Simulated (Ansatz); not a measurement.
# WO₃ (within 0.1 Å of Pnma, No. 62, 16 atoms in the cell; start mp-19033)

All values below come from PBEsol in Ansatz (plane waves, PAW).

Numerical settings: plane-wave cutoff 500 eV, 8×8×6 k mesh (along the axes of the cell as run), gaussian smearing 0.02 eV, no spin polarisation, scalar-relativistic PAW data made under PBE.

Cell (relaxed at this level):

```cif
data_O12W4
_chemical_formula_sum 'W4 O12'
_space_group_name_H-M_alt 'P21/c'
_space_group_IT_number 14
_space_group_name_Hall '-P 2ybc'
_cell_length_a 5.34749
_cell_length_b 5.30011
_cell_length_c 7.70909
_cell_angle_alpha 90.000
_cell_angle_beta 90.029
_cell_angle_gamma 90.000
loop_
_atom_site_label
_atom_site_type_symbol
_atom_site_symmetry_multiplicity
_atom_site_Wyckoff_symbol
_atom_site_fract_x
_atom_site_fract_y
_atom_site_fract_z
_atom_site_occupancy
W1 W 4 e 0.74988 0.22919 0.21908 1
O1 O 4 e 0.49538 0.00096 0.22540 1
O2 O 4 e 0.25005 0.70313 0.00582 1
O3 O 4 e 0.00260 0.99902 0.22541 1
```

For WO₃ (within 0.1 Å of Pnma, No. 62, 16 atoms in the cell; start mp-19033), the band gap comes out as 1.49 eV (on the SCF k mesh).

Spin–orbit coupling is not included.

A start named mp-… is a Materials Project structure, which need not be a measured phase.

Ansatz is a first-principles code.
